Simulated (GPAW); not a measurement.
A self-consistent single point of YIr2 (Fd-3m, 6 atoms in the cell) with GPAW.

Method of the run: LDA (Perdew-Wang 92), GPAW PAW datasets LDA (gpaw-data 1.0.1) (plane waves; GPAW).

```xyz
6
Lattice="0.0000 3.7472 3.7472 3.7472 0.0000 3.7472 3.7472 3.7472 0.0000" Properties=species:S:1:pos:R:3 pbc="T T T"
Y      3.7472     3.7472     3.7472
Y      5.6208     5.6208     5.6208
Ir     0.9368     2.8104     2.8104
Ir     2.8104     2.8104     0.9368
Ir     2.8104     0.9368     2.8104
Ir     0.9368     0.9368     0.9368
```

Reference input (self-consistent single point, DFT PBEsol, plane waves, GPAW PAW datasets PBEsol (made by gpaw-setup)): mode = pw; ecut = 600 eV; xc = PBEsol; kpts = 6 6 6; mesh shift (steps) = 0 0 0; occupations.name = fermi-dirac; occupations.width = 0.136 eV; nbands = -14; convergence.forces = 0.001 eV/Å; symmetry.symmorphic = false; symmetry.tolerance = 0.0005; maxiter = 150. This run's input differs from it in these lines:

```diff
@@ -17,3 +17,3 @@
 calc = GPAW(mode=PW(600),
-            xc='PBEsol',
+            xc='LDA',
             kpts={'size': (6, 6, 6), 'gamma': True},
```

Its files differ too (potentials: GPAW PAW datasets LDA (gpaw-data 1.0.1)).

Output, abridged:

```
     iter     time        total  log10-change:
                         energy   eigst   dens  force
iter:   1 --:--:--   -59.417972
iter:   2 --:--:--   -59.441276   -1.04  -1.49
iter:   3 --:--:--   -59.297150   -2.31  -1.49
iter:   4 --:--:--   -58.818124   -1.45  -1.53
iter:   5 --:--:--   -58.874090   -2.35  -2.14
iter:   6 --:--:--   -58.880082   -2.95  -2.21
iter:   7 --:--:--   -58.865090c  -3.26  -2.37
iter:   8 --:--:--   -58.859889c  -3.69  -2.56
iter:   9 --:--:--   -58.856985c  -4.02  -2.75
iter:  10 --:--:--   -58.858362c  -4.14  -2.75
iter:  11 --:--:--   -58.858228c  -5.04  -3.73
   [... 2 lines left out ...]
iter:  14 --:--:--   -58.858171c  -6.39  -3.87
iter:  15 --:--:--   -58.858179c  -7.32  -3.87
iter:  16 --:--:--   -58.858171c  -7.11  -3.87
iter:  17 --:--:--   -58.858172c  -6.20  -3.88
iter:  18 --:--:--   -58.858161c  -7.46c -4.24c
iter:  19 --:--:--   -58.858190c  -7.65c -4.22c -16.66c
Converged after 19 iterations.

Dipole moment: (-29.177147, -29.177147, -29.177147) |e|*Ang

Energy contributions relative to reference atoms: (reference = -2120824.724693)

Kinetic:        +18.931306
Potential:      -16.055795
External:        +0.000000
XC:             -60.218548
Entropy (-ST):   -0.260059
Local:           -1.385123
SIC:             +0.000000
--------------------------
Free energy:    -58.988219
Extrapolated:   -58.858190

Showing only first 2 kpts
 Kpt  Band  Eigenvalues  Occupancy
  0    39     10.96488    1.98484
  0    40     11.64563    0.93460
  0    41     11.64563    0.93460
  0    42     11.64563    0.93460

  1    39     11.63201    0.98457
  1    40     11.66862    0.85110
  1    41     11.71861    0.67807
  1    42     11.71861    0.67807

Fermi level: 11.62782

No gap
   [... lines left out ...]
  0 Y     0.00000   -0.00000   -0.00000
  1 Y     0.00000    0.00000   -0.00000
  2 Ir   -0.00000    0.00000    0.00000
  3 Ir    0.00000    0.00000    0.00000
  4 Ir    0.00000   -0.00000   -0.00000
  5 Ir   -0.00000   -0.00000    0.00000

Stress tensor:
     0.032911     0.000000     0.000000
     0.000000     0.032911     0.000000
     0.000000     0.000000     0.032911
Stress (GPa, Voigt): [5.2729 5.2729 5.2729 0.     0.     0.    ]
```

The run converged in 19 iterations. GPAW prints stress with tension positive. Against the reference run the pressure goes from -0.59 to -5.27 GPa.

The starting cell comes from a database of computed structures (which also holds hypothetical and non-ambient phases and stackings), without a prior relaxation at this level. Its lattice was rescaled by a random factor within 2.5 % of one. Spin polarisation is off. With a pressure of about -5 GPa the cell is away from its equilibrium volume at this level.

Cost on one core of a shared machine: roughly 2 min.
